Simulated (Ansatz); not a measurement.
## InSb: point defects

Consider an 8-atom supercell of InSb in the zinc blende structure (space group F-43m, No. 216; a = 6.520 Å) at its relaxed geometry.

One neutral defect a cell, atoms relaxed at fixed cell.

Calculations: PBEsol (Ansatz, a first-principles code), no spin-orbit coupling, earlier PAW set.

```csv
variant,pressure,largest displacement of a host atom from its site in the perfect cell
perfect supercell,0.0 GPa,–
In vacancy,-2.3 GPa,0.86 Å
"Sb interstitial (started 2.66 Å from the nearest host atom), symmetric start",5.9 GPa,0.37 Å
Sn on a In site,(withheld),(withheld)
Al on a Sb site,-1.0 GPa,0.08 Å
Li interstitial (started 2.66 Å from the nearest host atom),2.4 GPa,0.03 Å
```

### Question
Complete the table.

### Answer

- Sn on a In site, pressure: 1.4 GPa
- Sn on a In site, largest displacement of a host atom from its site in the perfect cell: 0.04 Å

The cell is small, so the values are those of an ordered compound at a high defect concentration; dilute-limit values will differ. Defects with a symmetric start kept the site's symmetry and may sit on a saddle; the others started slightly shaken. The final runs are not spin-polarised.
